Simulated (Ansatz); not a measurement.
1T (CdI2-type) PtTe2, treated with LDA (Ansatz, an electronic-structure program, PAW).

Rigid layers of the crystal as relaxed at this level are moved apart or together:

```json
[
 {"run": "1", "k mesh": "12×12×8", "layer repeat (Å)": "4.92", "energy against free layers (meV/Å²)": "-29.52", "gap on the mesh (eV)": "0.000"},
 {"run": "2", "k mesh": "12×12×8", "layer repeat (Å)": "5.07", "energy against free layers (meV/Å²)": "-31.36", "gap on the mesh (eV)": "0.000"},
 {"run": "3", "k mesh": "12×12×8", "layer repeat (Å)": "5.22", "energy against free layers (meV/Å²)": "-30.65", "gap on the mesh (eV)": "0.000"},
 {"run": "4", "k mesh": "12×12×6", "layer repeat (Å)": "5.42", "energy against free layers (meV/Å²)": "-27.28", "gap on the mesh (eV)": "0.000"},
 {"run": "5", "k mesh": "12×12×6", "layer repeat (Å)": "5.72", "energy against free layers (meV/Å²)": "-21.25", "gap on the mesh (eV)": "0.000"},
 {"run": "6", "k mesh": "12×12×6", "layer repeat (Å)": "6.22", "energy against free layers (meV/Å²)": "-12.10", "gap on the mesh (eV)": "0.000"},
 {"run": "7", "k mesh": "12×12×6", "layer repeat (Å)": "7.22", "energy against free layers (meV/Å²)": "-3.81", "gap on the mesh (eV)": "0.260"},
 {"run": "8", "k mesh": "12×12×4", "layer repeat (Å)": "9.22", "energy against free layers (meV/Å²)": "-0.15", "gap on the mesh (eV)": "0.799"}
]
```

The lowest energy of these points lies at a layer repeat of 5.07 Å.

Spin–orbit coupling is not included.

Note: LDA has no dispersion term either, though it tends to give short spacings of layers, chains or molecules.
